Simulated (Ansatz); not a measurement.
The structure below was relaxed with DFT with r2SCAN, PAW potentials and a 500 eV plane-wave cutoff in Ansatz (a first-principles code), no spin-orbit coupling, at pressure −2 GPa.

Space group Fm-3m (No. 225); a = 5.457 Å, b = 5.457 Å, c = 5.457 Å, α = 90.00°, β = 90.00°, γ = 90.00°

```json
[
 {"atom": "Ce", "site": "4a", "symmetry": "m-3m", "x": "0.0000", "y": "0.0000", "z": "0.0000"},
 {"atom": "O", "site": "8c", "symmetry": "-43m", "x": "0.2500", "y": "0.2500", "z": "0.2500"}
]
```

Problem. Write out a cell with all atoms.

Solution. 
```xyz
12
Lattice="5.4568 0.0000 0.0000 0.0000 5.4568 0.0000 0.0000 0.0000 5.4568" Properties=species:S:1:pos:R:3 pbc="T T T"
Ce     0.0000     0.0000     0.0000
O      1.3642     4.0926     4.0926
O      1.3642     1.3642     4.0926
Ce     0.0000     2.7284     2.7284
O      1.3642     1.3642     1.3642
O      1.3642     4.0926     1.3642
Ce     2.7284     0.0000     2.7284
O      4.0926     4.0926     1.3642
O      4.0926     1.3642     1.3642
Ce     2.7284     2.7284     0.0000
O      4.0926     1.3642     4.0926
O      4.0926     4.0926     4.0926
```
This is the conventional cell.

Load acts through the strain it causes; cell and atoms are relaxed under it. Whether these cells are dynamically stable was not tested. The final runs are not spin-polarised. The cell was made from CeO$_{2}$ in the fluorite structure (space group Fm-3m, No. 225) by this change: pressure −2 GPa.
